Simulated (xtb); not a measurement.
xtb 6.7.1, GFN1-xTB: Cd(OMe)(GeH3) (C[O][Cd][GeH3]), 10 atoms. The geometry is a generated start, not checked to be a minimum at this level.

```json
{
 "method": "GFN1-xTB",
 "--acc": "1 (default)",
 "--etemp (K)": "300 (default)",
 "detailed input (--input)": "none: ANC optimiser, Lindh (1995) Hessian, microcycle=20, maxdispl=1.0, hlow=0.01 (default)",
 "basis_functions": "34",
 "valence_electrons": "22"
}
```

```xyz
10

Cd     0.6237     0.0561    -0.1400
O     -0.1420    -0.4800    -1.8821
C     -1.5116    -0.7339    -2.0121
H     -2.1321     0.1476    -1.7696
H     -1.7096    -1.0013    -3.0582
H     -1.8494    -1.5763    -1.3821
Ge     1.5133     0.7545     2.0903
H      1.8875    -0.3439     3.0531
H      2.7481     1.6135     2.1493
H      0.5721     1.5635     2.9513
```

Charge 0 and multiplicity 1 are set for this test and not shown to be the ground state.

The structure is relaxed from this start with --opt LEVEL for the levels crude, sloppy, loose, lax, normal, tight, vtight, extreme, once each. Up to the end of the extreme run atoms move by at most 3.2 Å along an axis.

Problem. Choose the cheapest level whose final energy lies within 1 meV of that of extreme.

Solution. vtight: 86 cycles against 91, ending 0.0088 meV above.

| level | cycles | energy above the extreme run (meV) | gradient norm (eV/Å) |
|---|---|---|---|
| crude | 5 | 2600 | 0.20 |
| sloppy | 6 | 2600 | 0.11 |
| loose | 24 | 2500 | 0.10 |
| lax | 25 | 2500 | 0.10 |
| normal | 26 | 2500 | 0.080 |
| tight | 28 | 2500 | 0.078 |
| vtight | 86 | under 0.01 | 0.0014 |
| extreme | 91 | — | 0.00089 |
